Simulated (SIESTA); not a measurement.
Short convergence ladders for a (100) slab of Fe2Ge (cut from a parent of space group no. 191; 6 atoms in the cell)

```
CELL_PARAMETERS angstrom
      4.17612     0.00000     0.00000
      0.00000     2.63435     0.00000
      0.00000     0.00000    20.02771
ATOMIC_POSITIONS crystal
  Fe 0.00000 0.50000 0.34952
  Fe 0.00000 0.50000 0.46990
  Ge 0.50000 0.00000 0.40971
  Fe 0.50000 0.50000 0.53010
  Fe 0.50000 0.50000 0.65048
  Ge 0.00000 0.00000 0.59029
```
Moments meant for the start (each program seeds them in its own way; μB, in the order of the atoms Fe Fe Ge Fe Fe Ge): 4.0 4.0 0.0 4.0 4.0 0.0.

Base method: GGA PBEsol, numerical atomic orbitals DZP, PseudoDojo PBEsol standard norm-conserving potentials (rewritten from UPF to PSML) run with SIESTA 5.4.2.

Base settings: XC.functional = GGA; XC.authors = PBEsol; potentials = PseudoDojo PBEsol standard; PAO.BasisSize = DZP; PAO.EnergyShift = 0.01 Ry; MeshCutoff = 350 Ry; kgrid.MonkhorstPack = 4 6 1; OccupationFunction = FD; ElectronicTemperature = 1160.45 K; Spin = polarized.

Core times come from one kind of shared machine, to one figure; runs under 30 s give none.

**The vacuum**

The mesh stays at the base's, so the ladder's end is converged at best in this setting alone.

Only quantities that move along the ladder and can be compared are tabulated; forces are left out, as grid noise moves with the cell.

| vacuum between outermost atoms (Å) | free energy less the last step's (meV/atom) | net moment (μB/atom) | core time / last (rough) |
|---|---|---|---|
| 3.0 | -189.73 | 1.720 | 1 |
| 5.0 | -5.22 | 1.777 | 0.9 |
| 14.0 | 0.00 | 1.779 | 1 |
| 30.0 | 0.00 | 1.779 | 1 |

Smallest vacuum between outermost atoms (Å) that holds the net moment within 0.05 μB/atom of the last step, with all finer ones: 5.0; the step before is off by 0.059 μB/atom.

Smallest vacuum between outermost atoms (Å) that holds the free energy within 2 meV/atom of the last step, with all finer ones: 14.0; the step before is off by 5.2 meV/atom.

**The k-point mesh**

Only quantities that move along the ladder and can be compared are tabulated.

| kgrid.MonkhorstPack | free energy less the last step's (meV/atom) | largest difference of a force vector from the last step's (eV/Å) | net moment (μB/atom) | core time / last (rough) |
|---|---|---|---|---|
| 2 2 1 | -199.19 | 0.467 | 1.987 | 0.2 |
| 3 4 1 | 14.75 | 0.085 | 1.775 | 0.4 |
| 4 6 1 | 14.87 | 0.079 | 1.779 | 0.3 |
| 20 32 1 | 0.00 | 0.000 | 1.848 | 1 |

Coarsest kgrid.MonkhorstPack that holds the net moment within 0.05 μB/atom: not settled: the last two steps still differ by 0.069 μB/atom, over half the tolerance, so the ladder does not show it.

**The cutoff of the real-space grid**

The mesh stays at the base's, so the ladder's end is converged at best in this setting alone.

Only quantities that move along the ladder and can be compared are tabulated.

| MeshCutoff | free energy less the last step's (meV/atom) | largest difference of a force vector from the last step's (eV/Å) | core time / last (rough) |
|---|---|---|---|
| 175 Ry (176 Ry used) | -12.14 | 0.014 | 0.2 |
| 210 Ry (223 Ry used) | -7.94 | 0.037 | 0.3 |
| 245 Ry (254 Ry used) | -5.06 | 0.022 | 0.3 |
| 350 Ry (358 Ry used) | -2.09 | 0.011 | 0.3 |
| 700 Ry (706 Ry used) | 0.00 | 0.000 | 1 |

Coarsest MeshCutoff that holds the free energy within 1 meV/atom: not settled: the last two steps still differ by 2.1 meV/atom, over half the tolerance, so the ladder does not show it.

Coarsest MeshCutoff that holds the forces within 0.02 eV/Å: not settled: the last two steps still differ by 0.011 eV/Å, over half the tolerance, so the ladder does not show it.

On the base run: the starting cell comes from a database of computed structures (which also holds hypothetical and non-ambient phases and stackings), without a prior relaxation at this level. The slab is cut from that crystal, and its faces are unrelaxed. Its lattice was rescaled by up to half a per cent. The magnetic order is the one reached from the typed start; others were not searched systematically. Values carry the incompleteness of an atom-centred basis. In the base run, forces exceed 1 eV/Å. Without a gap this mesh is coarse (it stands for a supercell whose shortest in-plane vector is 16 Å).
